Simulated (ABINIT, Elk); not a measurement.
An Elk input for a self-consistent single point of Se (P3_121, 3 atoms in the cell) (DFT, PBEsol, all-electron FP-LAPW, Elk's shipped species files, default APW+lo basis):

```
tasks
  0

xctype
  22

rmtscf
  0.88

swidth
  0.000367493

maxscl
  100

avec
    4.1769488129   -7.2346875645    0.0000000000
    4.1769488129    7.2346875645    0.0000000000
    0.0000000000    0.0000000000    9.4626523910

atoms
  1
  'Se.in'
  3
  0.0000000000  0.2250000000  0.6666666667    0.0 0.0 0.0
  0.7750000000  0.7750000000  0.0000000000    0.0 0.0 0.0
  0.2250000000  0.0000000000  0.3333333333    0.0 0.0 0.0

ngridk
  6 6 5
```

### Question
Give the ABINIT input for the same structure, mesh, smearing and functional.

### Answer
This is the input that was run; spellings and numerical settings could be chosen otherwise.

```
# Se, PseudoDojo nc-sr-04 PBEsol standard
pp_dirpath "./"
pseudos "Se.upf"
acell 3*1.0
rprim
         4.1769488129   -7.2346875645    0.0000000000
         4.1769488129    7.2346875645    0.0000000000
         0.0000000000    0.0000000000    9.4626523910
natom 3
ntypat 1
znucl 34
typat 1 1 1
xcart
         0.4973278776    0.8613971521    3.3382800000
         3.4260364905    0.0000000000   -0.0000000000
         0.4973278776   -0.8613971521    1.6691400000
      Angstrom
ecut 43
ixc -116133
occopt 3
tsmear 0.00036749
nband 31
kptopt 1
ngkpt 6 6 5
nshiftk 1
shiftk 0 0 0
nstep 80
toldfe 1.0e-09
prtwf 0
prtden 0
```

Basis settings and potentials, where a program has them, do not carry over. This input uses DFT, PBEsol, plane waves, norm-conserving pseudopotentials (PseudoDojo nc-sr-04 PBEsol standard).

The starting cell has typed, rounded lattice constants, without a prior relaxation at this level. Its lattice was rescaled by a random factor within 2.5 % of one.
